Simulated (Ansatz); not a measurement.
Base system: BeTe in the zinc blende structure (space group F-43m, No. 216).

```xyz
2
Lattice="0.0000 2.7771 2.7771 2.7771 0.0000 2.7771 2.7771 2.7771 0.0000" Properties=species:S:1:pos:R:3 pbc="T T T"
Be     0.0000     0.0000     0.0000
Te     1.3886     1.3886     1.3886
```

Cartesian axes are those of the cell as printed.

Computed with LDA (Ansatz, a quantum-chemistry and plane-wave program), spin-orbit coupling left out.

Base values:

| Property | Value |
|---|---|
| Band gap | 1.79 eV |
| Electron mass | 1.3 mₑ along k, 0.24 mₑ across (at X) |

The change: tensile biaxial strain of 2.50 % in the plane normal to [001], as in epitaxy on a mismatched substrate; the out-of-plane cell vector and the atoms relax.

Problem. What happens to the band gap, electron mass, in-plane stress and ratio −ε⊥/ε∥?

Solution. The band gap drops by 0.28 eV (1.79 eV → 1.51 eV); the electron mass goes from 1.3 mₑ along k, 0.24 mₑ across (at X) to 1.4 mₑ along k, 0.27 mₑ across (at X); the mean in-plane stress (compression positive) comes out as -2.6 GPa; the ratio −ε⊥/ε∥ is 0.83.

With Te present, leaving out spin-orbit coupling can change the band edges. Effective masses come from finite differences of ±0.01 Å⁻¹. Along k means along the line from Γ to the band edge. Stability against distortions was not tested.
